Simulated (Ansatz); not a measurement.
System: Sc (Fm-3m, No. 225, 1 atom in the cell; start mp-36; another form than the element's usual one). Method: PBEsol (Ansatz, a quantum-chemistry and plane-wave program, plane waves, PAW).

Numerical settings: plane-wave cutoff 520 eV, 20×20×20 k mesh, Fermi–Dirac smearing 0.05 eV, scalar-relativistic PAW data made under PBE.

Cell (relaxed at this level):

```cif
data_Sc4
_chemical_formula_sum 'Sc4'
_space_group_name_H-M_alt 'Fm-3m'
_space_group_IT_number 225
_space_group_name_Hall '-F 4 2 3'
_cell_length_a 4.55358
_cell_length_b 4.55358
_cell_length_c 4.55358
_cell_angle_alpha 90.000
_cell_angle_beta 90.000
_cell_angle_gamma 90.000
loop_
_atom_site_label
_atom_site_type_symbol
_atom_site_symmetry_multiplicity
_atom_site_Wyckoff_symbol
_atom_site_fract_x
_atom_site_fract_y
_atom_site_fract_z
_atom_site_occupancy
Sc1 Sc 4 a 0.00000 0.00000 0.00000 1
```
(The calculation used a cell of 1 atom; values per cell refer to that cell.)

Problem. Give the computed bulk modulus B0.

Solution. 
* **bulk modulus B0**: 53.8 GPa

The run finds no gap.

Note: the bulk modulus is −V dP/dV from two relaxed cells at ±2 % in volume; the relaxation could not lower the start's symmetry, so the cell can be a saddle point above a distorted one.

Computed values are for the static lattice.

It cost roughly 17 core-seconds of CPU time.

A start named mp-… is a Materials Project structure, which need not be a measured phase.
